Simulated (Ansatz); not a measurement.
Consider this model of hydrogenated amorphous carbon (C60H8).

```
C15H2
1.0
    8.66651     0.00000     0.00000
    0.00000     8.66651     0.00000
    0.00000     0.00000     8.66651
C H
60 8
Cartesian
  7.10657   5.73260   7.18463
  7.27953   4.50252   5.10665
  0.18883   1.58312   6.88910
  7.39095   3.48084   7.41017
  6.89305   3.21855   4.53174
  7.13935   6.98506   6.55394
  1.98725   6.52469   8.00067
  2.22469   6.34822   2.79379
  7.23895   0.83611   4.07680
  5.65185   2.09552   2.76476
  3.52293   3.35940   7.20304
  2.49817   6.27255   5.42296
  6.99554   7.48662   3.05827
  4.31310   3.14033   6.10308
  2.03375   7.44440   1.82841
  2.28843   5.10997   8.15513
  2.06732   7.05326   6.60117
  1.29012   1.58282   4.62801
  6.75261   1.48837   8.41823
  2.30443   8.22587   3.97766
  6.49318   8.36672   2.09901
  6.77972   8.23562   7.07305
  1.79195   5.14163   2.29210
  5.92058   2.53415   0.13075
  6.20223   6.30512   0.76908
  5.96162   5.58151   2.06640
  1.82397   0.32786   5.01289
  1.26955   0.18034   0.02639
  6.50192   3.85763   8.43106
  7.44386   6.98638   5.17860
  2.92449   4.96500   5.67305
  7.62445   2.03877   4.75839
  3.91709   4.07193   5.10405
  7.52981   4.56629   6.50356
  6.46538   5.36292   8.41973
  1.01041   0.50556   7.30759
  3.71920   3.45543   2.63172
  6.81497   6.12784   3.13108
  6.48244   0.97713   2.80275
  5.70457   3.07360   3.77358
  4.54855   2.45871   0.60495
  1.66591   8.40511   6.32353
  6.31814   7.79068   0.79767
  2.67885   4.11340   1.93028
  7.42072   8.09410   4.26546
  1.15570   1.25869   0.92530
  2.67503   4.06345   0.52145
  7.74750   2.10855   7.55906
  2.52063   6.84566   4.10945
  0.28395   2.18010   5.52386
  1.57336   1.16148   2.25229
  1.75879   7.53054   0.41178
  4.52039   2.48363   1.96451
  2.72387   4.49700   6.97169
  3.53453   3.12000   8.56982
  6.52740   0.01442   8.34834
  1.25992   2.03562   3.32059
  4.41635   3.73780   3.84122
  2.07323   8.58692   2.62549
  7.19135   5.74599   4.44863
  6.08190   4.51124   1.91743
  4.91000   5.73267   2.40677
  5.04569   2.35420   5.97414
  1.00017   5.26352   1.54603
  0.74678   2.19570   0.56341
  0.48013   3.26131   5.62881
  6.80956   0.35059   6.32569
  0.73358   2.96544   3.11466
```

Computed with PBE, scalar-relativistic without spin-orbit coupling (plane waves to 420 eV, PAW; Ansatz, a program for electronic structure). Neutral PBE cell, which sets geometry, pressure and energy: sampling: a 2×2×2 Γ-centred mesh; Fermi-Dirac width 0.05 eV; no spin polarisation.

Preparation: random packing, a CHGNet melt and quench, and a DFT relaxation. The hot cell started wider than the set density and was brought back towards it in steps. It is the lowest in DFT energy of 2 quenches. It is a model cell: composition and starting density were chosen by hand, and all elements were melted together. No dispersion term was used. A short ab initio anneal came between quench and relaxation. Its density started from a set value of 1.86 and ended at 1.86 g/cm³. Cooling (nominally 320 K/ps over its main leg) ran many orders faster than in experiment, which tends to leave more defects and strain. A cell of this size samples the disorder only roughly. The volume was held where the preparation left it.

Q: Give the pressure, the energy against reference phases and the spacing of the highest filled and lowest empty levels.

A: 
- Pressure on a 2×2×2 Γ-centred mesh: 5.06 GPa
- Largest force and stress component on that mesh (the relaxation ran on one k-point at (1/4, 1/4, 1/4)): 0.34 eV/Å and 9.9 GPa
- Energy relative to graphite + CH4 gas (lowest mix at this level among the phases computed, not always the ambient ones): 0.402 eV/atom
- Gap on a 2×2×2 Γ-centred mesh (PBE): within the smearing (under twice its width)

Q: At PBE and the zone centre, how localised are the states just below and above the Fermi level (participation number: the atoms over which a state spreads)?

A: The highest filled state is spread over 26.8 atoms' worth, largest on C19, with weights by element (charge in smoothed Voronoi cells) C 0.97, H 0.03. The lowest empty state is spread over 28.5 atoms' worth, largest on C37, with weights by element (charge in smoothed Voronoi cells) C 0.96, H 0.04.

The levels at the Fermi energy are partly filled. A closed spacing in one fast-quenched cell at PBE doesn't show the material to be a metal.

Bonds are counted up to C-C 1.70 Å, C-H 1.30 Å, H-H 0.90 Å.
